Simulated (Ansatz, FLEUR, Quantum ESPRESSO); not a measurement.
# One structure in several programs: Tc₃Ni (P6_3/mmc, 8 atoms in the cell)

Self-consistent single point, at a second geometry (lattice scaled by 0.98). First geometry:

```
CELL_PARAMETERS angstrom
      5.41678     0.00000     0.00000
     -2.70839     4.69107     0.00000
      0.00000     0.00000     4.37200
ATOMIC_POSITIONS crystal
  Ni 0.66667 0.33333 0.25000
  Ni 0.33333 0.66667 0.75000
  Tc 0.83408 0.66816 0.75000
  Tc 0.16592 0.33184 0.25000
  Tc 0.16592 0.83408 0.25000
  Tc 0.83408 0.16592 0.75000
  Tc 0.33184 0.16592 0.75000
  Tc 0.66816 0.83408 0.25000
```

Shared settings, as Ansatz (a program for electronic structure) writes them: kpoints.mp_grid.grid = 5 5 5; scf.occupations.method = gaussian; scf.occupations.width = 0.0147 Ry. Potentials and cutoffs stand in the table.

```tsv
code	model	ΔF from the first geometry (meV/atom)	pressure (GPa)	largest force (eV/Å)	cutoff
Ansatz	LDA (PW92), PAW files	-80.1	-7.47	0.024	36.7 Ry
FLEUR	LDA (Perdew-Zunger), all-electron FLAPW (FLEUR), scalar-relativistic valence	–	–	0.014	Kmax 4.2 1/bohr
Quantum ESPRESSO	LDA (PZ), GBRV 1.5 ultrasoft (LDA) pseudopotentials	-79.9	-7.81	0.026	50 Ry
```

A dash marks a value that a program does not give, or that is left out as unsure.

On Ansatz's run: spin polarisation is off.

The spread over the programs that give each value: ΔF from the first geometry within 0.2 meV/atom; pressure within 0.34 GPa; largest force within 0.012 eV/Å.

FLEUR treats all electrons, but the usual bases taken here (sphere radii, linearisation, local orbitals, empty states) were not tested for convergence, so the values are no reference for the others. Ansatz's pressure is given at a fixed set of plane waves, as the other plane-wave codes print theirs; with its correction for the finite basis it is -7.39 GPa. The same LDA comes in different parametrisations, which differ slightly.

The starting cell comes from a database of computed structures (which also holds hypothetical and non-ambient phases and stackings), without a prior relaxation at this level. Its lattice was rescaled by a random factor within 2.5 % of one. For this run, on top of that: lattice scaled by 0.98.

Keys are those of Ansatz 0.2.
